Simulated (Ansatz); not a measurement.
Take ZnS in the zinc blende structure (space group F-43m, No. 216; a = 5.443 Å) as the base.

Levels (all Ansatz, an electronic-structure program, PAW): PBE (420 eV, spin-orbit coupling left out); HSE06 (420 eV, no spin-orbit coupling).

The geometry is relaxed with PBE.

```
Property       Result
------------  -------
PBE band gap  2.02 eV
```

With HSE06 at the same geometry, the band gap rises by 1.215 eV to 3.23 eV.

Single points use the geometry relaxed with PBE. No phonon test of stability was made.
